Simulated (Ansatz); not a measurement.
An Ansatz (a first-principles code) run: AlRu with a change (uniaxial strain ε_zz = +2.50 %); PBEsol (Ansatz), no SOC.

Input:

Ansatz 0.2 input:
```yaml
crystal:
  lattice:
    - [2.9770324251, 0, 0]
    - [0, 2.9770324251, 0]
    - [0, 0, 3.0514582358]
  atoms:
    - { symbol: Al, position: [0.5, 0.5, 0.5] }
    - { symbol: Ru, position: [0, 0, 0] }
basis: { ecutwfc: 420, ecutrho_ratio: 4, xc_grid: 2, fft_grid_basis: typed }
kpoints: { mp_grid: { grid: [19, 19, 19] } }
hamiltonian:
  xc: pbesol
  dispersion: none
  pseudopotentials: { kind: paw }
scf: { occupations: { method: fermi_dirac, width: 0.1 }, convergence: { dr2_threshold: 0.0000000002 } }
relax: { f_tol: 0.005, max_steps: 50 }
output: { forces: true, stress: true }
checkpoint: { write: state.ck, write_every: 1000 }
```

Output (explanatory and most iteration lines left out):

```
Relaxation: its limit of steps is 50 (relax.max_steps)
Pseudopotential: Al, paw, valence charge 3
Pseudopotential: Ru, paw, valence charge 16
Crystal: 2 atoms, lattice volume = 27.044 Å³
Basis set: ecut = 420 eV, 503 PW (Γ), exchange–correlation on 40×40×48 points (8 copies of the dense FFT grid, shifted against one another)
Bands: 14, of which v1, the nominal top of the filled ones, is band 10 counted from 1 (9 counted from 0)
Symmetry: 16 space group operations
Space group: P4/mmm (ITA 123), of the structure as read, at distance tolerance 3.0e-5 Å
k-points: 550 of 6859
Functional: x = pbesol(κ = 0.804, μ = 0.12345679012345678), c = pbesol(β = 0.046)
SCF iter   1: F=—  HF=-6342.320389 eV  |F-HF|=—  |Δ(HF+E_count)|=         —  Δρ=8.93e-3  dr2=2.52e-2  ethr=1.77e-3  ⟨swp⟩=5.0  Hψ=40786  notcnv=0
SCF iter   2: F=—  HF=-6342.316841 eV  |F-HF|=—  |Δ(HF+E_count)|=   3.55e-3  Δρ=5.06e-3  dr2=9.08e-3  ethr=1.32e-4  ⟨swp⟩=1.1  Hψ=12180  notcnv=0
SCF 1 converged in 7 iterations: F = -6342.314811 eV  dr2 = 2.59e-11
relax step   1: F+E_penalty+E_count = -6342.31481059 eV  Δ(F+E_penalty+E_count) = +0.000e0 eV  max|allowed force component| = 4.376e-30 eV/Å  Δτ_max = 0.0000 Å  (7 SCF iters, accepted)
SCF converged after 7 iterations
Free energy (F): -6342.314811 eV
Internal energy: -6342.261817 eV  (E = F + TS)
E sigma→0 (E₀):  -6342.288314 eV
Entropy (-TS):   -0.052993 eV (-26.497 meV/atom)
Fermi energy:    15.818610 eV
--- Forces (eV/Å), atoms counted from 1 ---
  atom   1  Al    -0.00000000    -0.00000000     0.00000000
  atom   2  Ru     0.00000000     0.00000000     0.00000000
--- Stress (GPa, compression-positive) ---
       -3.715741      -0.000000      -0.000000
       -0.000000      -3.715741      -0.000000
       -0.000000      -0.000000      -7.725005
  P = ⅓ Tr σ = -5.0522 GPa (-50.522 kbar)
--- Relaxed structure (1 steps of the walk, 1 accepted, 0 SCFs on fresh bases) ---
  atoms:
    - { symbol: Al, position: [0.5, 0.5, 0.5000000000000001] }
    - { symbol: Ru, position: [0.0, 0.0, 0.0] }
```

Whether these cells are dynamically stable was not tested. The final runs are not spin-polarised. The cell was made from AlRu in the CsCl type structure (space group Pm-3m, No. 221) by this change: uniaxial strain ε_zz = +2.50 %.
